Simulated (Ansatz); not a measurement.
## GaAs (model structure, started from the h-BN type, P6₃/mmc, No. 194, 4 atoms in the cell): properties by level of theory

```tsv
level (code)	equilibrium lattice constant a (Å)	lattice parameter c (Å)	formation enthalpy (eV/atom)
PBE (Ansatz)	4.394	5.578	-0.020
PBEsol (Ansatz)	4.334	5.453	0.003
PBE-D3(BJ) (Ansatz)	4.330	5.514	0.020
```

Ansatz's density-functional and Hartree–Fock values are scalar-relativistic unless marked +SOC, with PAW data made under PBE.

A model structure was made by putting elements into a prototype or built by hand; it is no filed structure, need not be a known phase, and can be a saddle point held by its symmetry.

Ansatz is a first-principles code.
